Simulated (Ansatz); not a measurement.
System: WRu (model structure, started from the CuAu type, P4/mmm, No. 123, 2 atoms in the cell). Method: PBEsol (plane waves, PAW; Ansatz, a program for electronic structure).

Numerical settings: plane-wave cutoff 520 eV, 20×20×16 k mesh (along the axes of the cell as run), Fermi–Dirac smearing 0.05 eV, no spin polarisation, scalar-relativistic PAW data made under PBE.

Cell (relaxed at this level):

```yaml
crystal:
  lattice:
    - [2.76876, 0.00000, 0.00000]
    - [0.00000, 2.76876, 0.00000]
    - [0.00000, 0.00000, 3.79466]
  atoms:
    - { symbol: Ru, position: [0.50000, 0.50000, 0.50000] }
    - { symbol: W, position: [0.00000, 0.00000, 0.00000] }
```

Q: What does this level give for the bulk modulus B0?

A: 
bulk modulus B0: 328 GPa

Note: the run has no spin polarisation, so it can have missed a magnetic state; the bulk modulus is −V dP/dV from two relaxed cells at ±2 % in volume; the relaxation could raise the start's symmetry but not lower it, so the cell can be a saddle point.

Spin–orbit coupling is not included.

The computed numbers hold no vibrational or temperature effects.

Cost on a shared machine: about 2.5 core-minutes (a rough figure).

A model structure was made by putting elements into a prototype or built by hand; it is no filed structure, need not be a known phase, and can be a saddle point held by its symmetry.
